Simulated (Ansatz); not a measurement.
**ZnCo2O4 (space group I-4, No. 82; ferrimagnetic)**

```
ZnCo2O4
1.0
   -2.31149     2.31149     4.30509
    2.31149    -2.31149     4.30509
    2.31149     2.31149    -4.30509
Co Zn O
2 1 4
Direct
  0.50000   0.50000   0.00000
  0.75000   0.25000   0.50000
  0.00000   0.00000   0.00000
  0.40978   0.34401   0.52447
  0.81954   0.88531   0.47553
  0.65599   0.18046   0.06577
  0.11469   0.59022   0.93423
```

Level of theory: PBE (Ansatz, a quantum-chemistry and plane-wave program), without spin-orbit coupling. Settings: 12×12×12 k-points, 0.05 eV Fermi–Dirac smearing.

| Property | Value |
|---|---|
| Volume per atom | 13.14 Å³ |
| Density | 4.46 g/cm³ |
| Band gap | zero |
| Magnetic state | ferrimagnetic |
| Total energy | -2262.545 eV/atom (σ→0; compares only within this code and set-up) |

Stability against distortions was not tested. Seeded moments were not kept for the base. No Hubbard U is applied and the magnetic state is the run's own (ZnCo2O4 ferrimagnetic); small cells can't hold the antiferromagnetic order that many such compounds have, so gaps and moments can be off.
